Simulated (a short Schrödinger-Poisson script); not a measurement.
From a short Schrödinger-Poisson script (our own, NumPy): one-band effective-mass equation with BenDaniel-Duke matching, electrons, heavy and light holes apart, hard walls at the outer ends, one valence edge for both holes (no strain splitting), no charge, excitons, band mixing or non-parabolicity; under a field the levels are quasi-bound states of a box, listed while three quarters of their weight lies within 4 nm of the wells.

System: single InAs/In0.52Al0.48As quantum well.

From the first side: 20 nm In0.52Al0.48As; 2 nm InAs; 20 nm In0.52Al0.48As.

The device is made up for the run: typed textbook-type constants, with dimensions and the other settings drawn at random. InAs: direct gap (eV) 0.45, conduction-band edge (eV) 0, electron mass (mₑ) 0.03, heavy-hole mass 0.35, light-hole mass 0.035. In0.52Al0.48As: direct gap (eV) 1.45, conduction-band edge (eV) 0.75, electron mass (mₑ) 0.075, heavy-hole mass 0.41, light-hole mass 0.09.

The valence-band edge of each layer lies one gap below its conduction-band edge. The electron's potential energy rises along the stack by the applied field. Mesh 0.03 nm at interfaces.

Task: Give the e1 above the well's band edge (meV); the squared e1-hh1 overlap at zero applied field; the e1-hh1 transition at zero applied field (eV).

Result: e1 above the well's band edge (meV): 386; squared e1-hh1 overlap at zero applied field: 0.95; e1-hh1 transition at zero applied field (eV): 0.924. Parabolic bands overrate the confinement in so narrow a well of a small-gap material. Excitons are left out, and strain enters only through the typed gaps and offsets, so measured lines lie elsewhere.
